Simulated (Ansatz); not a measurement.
**A computed series for AlN: response to strain**

Start from AlN in the zinc blende structure (space group F-43m, No. 216; a = 4.3777 Å). Axes: x, y, z lie along the cube axes.

Strains are applied to the cell and any free atomic positions relax; under biaxial strain the out-of-plane vector relaxes too.

Method: DFT with PBEsol, PAW potentials and a 420 eV plane-wave cutoff in Ansatz (an electronic-structure program), scalar-relativistic without spin-orbit coupling.

| biaxial strain, plane normal [001], relaxed out of plane (%) | out-of-plane strain (%) |
|---|---|
| -3 | 3.06 |
| -2.5 | ? |
| -2 | 2.09 |
| -1.5 | 1.58 |
| -1 | 1.07 |
| -0.5 | 0.54 |
| 0 | 0.00 |

Fit ε⊥ = −νε + γε² (strains in %) to the rows shown and predict the withheld row.

Least squares on the printed values gives ν = 1.09 (the biaxial Poisson response) and γ = -0.024 (largest residual 0.00 %); this predicts 2.58 %, and the run gives 2.58 %, in agreement.

Stability against distortions was not tested. This is not the structure that AlN has at room temperature and ambient pressure.
